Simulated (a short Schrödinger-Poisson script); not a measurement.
Structure: gated Al0.3Ga0.7As/GaAs δ-doped gas, at 77 K.

```
layer      material  thickness (nm)  Na (cm⁻³)
-----  ------------  --------------  ---------
1      Al0.3Ga0.7As              20          -
2      Al0.3Ga0.7As               5          -
3              GaAs            6000       2e15
```

The device is made up for the run: typed textbook-type constants, with dimensions and the other settings drawn at random. Al0.3Ga0.7As: permittivity 12.05, conduction-band edge (eV) 0.237, gap (eV) 1.798, electron mass (mₑ) 0.0919, Nv at 300 K (cm⁻³) 9e18. GaAs: permittivity 12.9, conduction-band edge (eV) 0, gap (eV) 1.424, Nv at 300 K (cm⁻³) 9e18.

Channel valleys (confinement mass, in-plane density-of-states mass, number): Γ 0.067, 0.067, 1. At the gate the conduction-band edge of layer 1 lies 0.99 eV − eVg above the Fermi level of the channel; the field vanishes at the back. Sheet of ionised δ-doping: +2.1e12 e/cm² at 20 nm from the gate. The barrier under the gate holds no holes. Gaps are held at their typed values at every temperature. Mesh 0.08 nm at interfaces.

From a short Schrödinger-Poisson script (our own, NumPy): 1D Poisson equation in equilibrium, electrons quantum, Hartree plus LDA exchange-correlation (BenDaniel-Duke, 40 states a valley, the channel's in-plane mass for all, wave functions free to enter the barrier), parabolic valleys, classical holes, full ionisation, no traps, pinning or gate leakage.

The same stack at other levels of the model or other numerical settings:

```csv
run,sheet density of all electrons at Vg = 0.5 V (cm⁻²),capacitance at Vg = 0.5 V (μF/cm²),centroid of the channel electrons at Vg = 0.5 V (nm),gate voltage at 1e11 electrons/cm² (V),rough cost against the base
base,6.04e11,0.360,5.42,0.27,about 1
"electrons treated as classical, Boltzmann",7.17e11,0.410,1.40,0.25,0.02
"electrons treated as classical, Fermi-Dirac",…,0.354,…,0.26,0.1
"electrons treated as quantum, Hartree",…,0.355,5.66,0.28,about 1
mesh six times as coarse,6.03e11,0.360,5.39,0.27,0.3
one subband a valley,6.03e11,0.359,5.31,0.27,0.3
```

### Question
Complete the blanks.

### Answer

- electrons treated as classical, Fermi-Dirac, sheet density of all electrons at Vg = 0.5 V (cm⁻²): 6.16e11
- electrons treated as quantum, Hartree, sheet density of all electrons at Vg = 0.5 V (cm⁻²): 5.82e11
- electrons treated as classical, Fermi-Dirac, centroid of the channel electrons at Vg = 0.5 V (nm): 3.86

The classical rows ignore confinement, and Boltzmann statistics overrate the density once the band edge passes the Fermi level.
